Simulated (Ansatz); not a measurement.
We consider MoS2 (R3m, No. 160, 3 atoms in the cell; start mp-1434; a measured phase of this formula has another space group), described by PBEsol (PAW; Ansatz, a quantum-chemistry and plane-wave program).

Settings: plane-wave cutoff 520 eV, 12×12×12 k mesh, Fermi–Dirac smearing 0.01 eV, no spin polarisation, scalar-relativistic PAW data made under PBE.

Cell (relaxed at this level):

```cif
data_Mo3S6
_chemical_formula_sum 'Mo3 S6'
_space_group_name_H-M_alt 'R3m :H'
_space_group_IT_number 160
_space_group_name_Hall 'R 3 -2"'
_cell_length_a 3.14311
_cell_length_b 3.14311
_cell_length_c 18.85718
_cell_angle_alpha 90.000
_cell_angle_beta 90.000
_cell_angle_gamma 120.000
loop_
_atom_site_label
_atom_site_type_symbol
_atom_site_symmetry_multiplicity
_atom_site_Wyckoff_symbol
_atom_site_fract_x
_atom_site_fract_y
_atom_site_fract_z
_atom_site_occupancy
Mo1 Mo 3 a 0.00000 0.00000 0.00023 1
S1 S 3 a 0.00000 0.00000 0.58425 1
S2 S 3 a 0.00000 0.00000 0.74950 1
```
(The calculation used a cell of 3 atoms; values per cell refer to that cell.)

Question: Give the computed band gap and Γ–Γ gap.

Answer: 
band gap: 1.01 eV (on the SCF k mesh)
Γ–Γ gap: 3.38 eV

Note: the relaxation could not lower the start's symmetry, so the cell can be a saddle point above a distorted one; the cell has widely spaced layers and the level no dispersion term, so their spacing and the moduli can rest on weak binding.

Spin–orbit coupling is not included.

Computed values are for the static lattice.

It cost roughly 120 core-seconds of CPU time.

A start named mp-… is a Materials Project structure, which need not be a measured phase.
